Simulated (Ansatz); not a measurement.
Take AlAs in the zinc blende structure (space group F-43m, No. 216; a = 5.6747 Å) as the base.

Now apply this change: a fraction x = 0.25 of the Al sites is given to Ga, ordered in a cell of 8 atoms (starting symmetry P-4m2) and fully relaxed.

The other end (x = 1) is GaAs in the zinc blende structure (space group F-43m, No. 216): 22.65 Å³/atom, gap 0.42 eV.

Levels (all Ansatz, an electronic-structure program, PAW): PBEsol (420 eV, without spin-orbit coupling); PBEsol+SOC (420 eV, with spin-orbit coupling).

The geometry is relaxed with PBEsol.

| Property | Value |
|---|---|
| PBEsol band gap | 1.33 eV |
| PBEsol smallest direct gap | 1.35 eV |
| PBEsol valence-band top at Γ | 0.00, 0.00, -0.02 eV |
| PBEsol pressure | 0.00 GPa |

Task: How does going to PBEsol+SOC change the band gap, smallest direct gap, valence-band top at Γ and pressure?

Result: The band gap falls by 0.10 eV (1.33 eV → 1.23 eV); the smallest direct gap shrinks by 0.10 eV, from 1.35 eV to 1.25 eV; the valence-band top at Γ (three highest Kramers pairs, from the VBM) changes from 0.00, 0.00, -0.02 eV to 0.00, -0.01, -0.32 eV; the pressure is still 0.00 GPa.

Single points use the geometry relaxed with PBEsol. The spin-orbit shifts are approximate. These are small ordered cells, not random alloys; other orderings at the same x differ. Stability against distortions was not tested.
